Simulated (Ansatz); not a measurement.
An Ansatz (a first-principles code) input (PBEsol (Ansatz; PAW; 420 eV plane waves; without spin-orbit coupling)):

Ansatz 0.2 input:
```yaml
crystal:
  lattice:
    - [0, 3.0028381624, 3.0028381624]
    - [3.0028381624, 0, 3.0028381624]
    - [3.0028381624, 3.0028381624, 0]
  atoms:
    - { symbol: Pt, position: [0.75, 0.75, 0.75] }
    - { symbol: Cd, position: [0, 0, 0] }
basis: { ecutwfc: 420, ecutrho_ratio: 4, xc_grid: 2, fft_grid_basis: typed }
kpoints: { mp_grid: { grid: [13, 13, 13] } }
hamiltonian:
  xc: pbesol
  dispersion: none
  pseudopotentials: { kind: paw }
scf: { occupations: { method: fermi_dirac, width: 0.05 }, convergence: { dr2_threshold: 0.0000000002 } }
output: { forces: true, stress: true }
checkpoint: { write: state.ck, write_every: 1000 }
```

Problem. Which symmetry and how many k-points will the program report, and about how many plane waves at Γ?

Solution. Space group F-43m (ITA 216) with 24 operations, k-points 84 of 2197, and 1067 plane waves at Γ.

Stability against distortions was not tested. All final runs are without spin polarisation. The cell was made from CdS by this change: S → Pt; the result is a hypothetical phase, not in the database extracts checked.
